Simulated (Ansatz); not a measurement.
The starting structures come from a database of crystals and need not be the phases stable at ambient conditions.

By PBEsol, the system below comes out a metal.

Consider the following.

```
PtTe
1.0
    6.87456     0.00000     0.00000
    2.29152     6.55363     0.00000
    3.43728     0.00000     1.98451
Te Pt
2 2
Cartesian
  2.29152   4.57471   0.00000
  6.87456   1.97892   0.00000
  4.58304   5.81724   0.00000
  4.58304   0.73639   0.00000
```

Space group of this cell: R-3m. The cell was relaxed by PBE-D3(BJ); by PBEsol its mean pressure is -1.2 GPa.

The current flows along the normal of the first two printed cell vectors, the (110) plane of the conventional cell. No spin-orbit coupling; the value is a mean over 0.1 eV about the Fermi level.

Q: Estimate the ballistic conductance per area that PBEsol run with Ansatz (a first-principles code) returns for this system.

A: 0.78 × 10¹⁵ S/m² for both spins.
